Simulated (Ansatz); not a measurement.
Al2O3 (Cmc2₁, No. 36, 10 atoms in the cell; start mp-754401; a measured phase of this formula has another space group) was calculated with r²SCAN in Ansatz (plane waves, PAW).

Numerical settings: plane-wave cutoff 560 eV, 8×8×8 k mesh, Fermi–Dirac smearing 0.01 eV, scalar-relativistic PAW data made under PBE.

The cell is the one relaxed with PBEsol. Conventional cell: a = 9.7059 Å, b = 5.5303 Å, c = 4.9412 Å, α = 90.00°, β = 90.00°, γ = 90.00°.

```xyz
10
Lattice="4.8530 -2.7651 0.0000 4.8530 2.7651 0.0000 0.0000 0.0000 4.9412" Properties=species:S:1:pos:R:3 pbc="T T T"
Al     8.0771    -0.8872     2.1308
Al     1.6289     0.8872     4.6014
Al     1.6289    -0.8872     2.1308
Al     8.0771     0.8872     4.6014
O      4.8530    -1.5556     4.8974
O      4.8530     1.5556     2.4268
O      7.5571    -0.6625     0.4302
O      2.1489     0.6625     2.9007
O      2.1489    -0.6625     0.4302
O      7.5571     0.6625     2.9007
```

Task: List the 32 lowest band energies at Γ above −25 eV (eV, relative to the valence band maximum), grouping those that round alike.

Result: At Γ: -19.53, -18.46, -18.43, -18.32, -16.76, -16.72, -6.09, -5.82, -5.81, -4.53, -4.20, -4.04, -3.11 (×2), -2.94, -2.53, -1.72, -1.69, -1.53, -1.43, -0.86, -0.47, -0.06, 0.00, 4.91, 9.41, 9.64, 9.92, 9.93, 10.24, 10.74, 10.99.

Note: cell and atoms aren't relaxed at this level (largest force component 0.08 eV/Å, pressure -1.6 GPa).

A start named mp-… is a Materials Project structure, which need not be a measured phase.

Ansatz is an electronic-structure program.
